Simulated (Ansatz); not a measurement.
## BN under a change: uniaxial stress, 1 GPa compression along x

Consider BN in the wurtzite structure (space group P6_3mc, No. 186; a = 2.5545 Å, c = 4.2246 Å). Axes: x lies along a and z along c of the hexagonal cell.

Now apply this change: uniaxial stress, 1 GPa compression along x, with the cell and atoms free to relax against it.

The values are results of PBE in Ansatz (plane waves to 420 eV, PAW, spin-orbit coupling left out), not measurements. Γ-centred 15×15×8 mesh, Fermi–Dirac width 0.05 eV.

- Volume per atom = 5.96 Å³ (base 5.97 Å³)
- Space group = Cmc2_1 (No. 36) (base P6_3mc (No. 186))
- Energy relative to the base (free energy F) = 0.0 meV/atom
- Band gap = 5.22 eV (base 5.23 eV)
- Gap character = indirect, Γ → C₀
- Smallest direct gap = 8.24 eV (base 8.23 eV)
- Electron mass = 0.31 mₑ along z, 0.51 mₑ across (off the special points) (base 0.31 mₑ along c, 0.51 mₑ across (at K))
- Valence-band top at Γ (three highest levels, from the VBM) = 0.00, -0.01, -0.27 eV (base 0.00, 0.00, -0.26 eV)
- Strain response (xx, yy, zz) = (−0.11, +0.01, +0.01) %

Effective masses come from finite differences of ±0.01 Å⁻¹. Beyond what the load breaks, stability against distortions was not tested. Labels are those of the standard path for the cell's own space group.

Ansatz is an electronic-structure program.
